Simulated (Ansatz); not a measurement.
An Ansatz (an electronic-structure program) run: Zr with a change (pressure 2.1 GPa); PBE (Ansatz, PAW, without spin-orbit coupling).

Input:

Ansatz 0.2 input:
```yaml
crystal:
  lattice:
    - [3.2204545259, 0, 0]
    - [-1.610227263, 2.7889954312, 0]
    - [0, 0, 5.1589267794]
  atoms:
    - { symbol: Zr, position: [0.6666666667, 0.3333333333, 0.75] }
    - { symbol: Zr, position: [0.3333333333, 0.6666666667, 0.25] }
basis: { ecutwfc: 420, ecutrho_ratio: 4, xc_grid: 2, fft_grid_basis: typed }
kpoints: { mp_grid: { grid: [17, 17, 9] } }
hamiltonian:
  xc: pbe
  dispersion: none
  pseudopotentials: { kind: paw }
scf: { occupations: { method: fermi_dirac, width: 0.05 } }
relax: { f_tol: 0.01, max_steps: 60, cell: { stress_tol: 0.02, p_target: 2.1 } }
output: { forces: true, stress: true }
checkpoint: { write: state.ck, write_every: 1000 }
```

Output (explanatory and most iteration lines left out):

```
Relaxation: its limit of steps is 60 (relax.max_steps)
Pseudopotential: Zr, paw, valence charge 12
Crystal: 2 atoms, lattice volume = 46.337 Å³
Basis set: ecut = 420 eV, 941 PW (Γ), exchange–correlation on 48×48×72 points (8 copies of the dense FFT grid, shifted against one another)
Bands: 16, of which v1, the nominal top of the filled ones, is band 12 counted from 1 (11 counted from 0)
Symmetry: 24 space group operations
Space group: P63/mmc (ITA 194), of the structure as read, at distance tolerance 3.6e-5 Å
k-points: 165 of 2601
Functional: x = pbe(κ = 0.804, μ = 0.2195149727645171), c = pbe(β = 0.06672455060314922)
SCF iter   1: F=—  HF=-8367.679009 eV  |F-HF|=—  |Δ(HF+E_count)|=         —  Δρ=3.01e-3  dr2=1.61e-3  ethr=1.77e-3  ⟨swp⟩=4.8  Hψ=11250  notcnv=0
SCF iter   2: F=—  HF=-8367.678300 eV  |F-HF|=—  |Δ(HF+E_count)|=   7.08e-4  Δρ=1.80e-3  dr2=6.30e-4  ethr=6.71e-6  ⟨swp⟩=2.8  Hψ=5763  notcnv=0
SCF 1 converged in 6 iterations: F = -8367.678640 eV  dr2 = 3.05e-9
relax step   1: F+E_penalty+E_count = -8367.67864018 eV  Δ(F+E_penalty+E_count) = +0.000e0 eV  max|allowed force component| = 1.122e-16 eV/Å  Δτ_max = 0.0000 Å  P = +0.900 GPa  Ω = 46.337 Å³  (6 SCF iters, dr2 threshold 1.00e-7 eV, accepted)
[... steps on the carried basis left out ...]
relax step   5: F+E_penalty+E_count = -8367.67339923 eV  Δ(F+E_penalty+E_count) = +6.356e-5 eV  max|allowed force component| = 1.342e-16 eV/Å  Δτ_max = 0.0000 Å  P = +2.100 GPa  Ω = 45.775 Å³  stress off target by 1.30e-2 GPa  SCF on the basis re-selected at this cell (its energy is not comparable with the rows above)  (4 SCF iters)
SCF converged after 4 iterations
Free energy (F): -8367.673399 eV
Internal energy: -8367.657025 eV  (E = F + TS)
E sigma→0 (E₀):  -8367.665212 eV
Entropy (-TS):   -0.016375 eV (-8.187 meV/atom)
Fermi energy:    14.286654 eV
--- Forces (eV/Å), atoms counted from 1 ---
  atom   1  Zr    -0.00000000     0.00000000     0.00000000
  atom   2  Zr     0.00000000    -0.00000000     0.00000000
--- Stress (GPa, compression-positive) ---
        2.093642       0.000000       0.000000
        0.000000       2.093642       0.000000
        0.000000       0.000000       2.113025
  P = ⅓ Tr σ = 2.1001 GPa (21.001 kbar)
--- Relaxed structure (4 steps of the walk, 3 accepted, 1 SCFs on fresh bases) ---
  cell:  # Å, volume = 45.7747 Å³
    - [3.2063751846616504, 2.8741233587183913e-11, 0.0]
    - [-1.6031875923557162, 2.7768023639666395, 0.0]
    - [0.0, 0.0, 5.141219141449958]
  atoms:
    - { symbol: Zr, position: [0.6666666666666665, 0.33333333333333326, 0.75] }
    - { symbol: Zr, position: [0.33333333333333337, 0.6666666666666666, 0.24999999999999997] }
```

Load acts through the strain it causes; cell and atoms are relaxed under it. Whether these cells are dynamically stable was not tested. The final runs are not spin-polarised. The cell was made from Zr in the hcp (Mg type) structure (space group P6_3/mmc, No. 194) by this change: pressure 2.1 GPa.
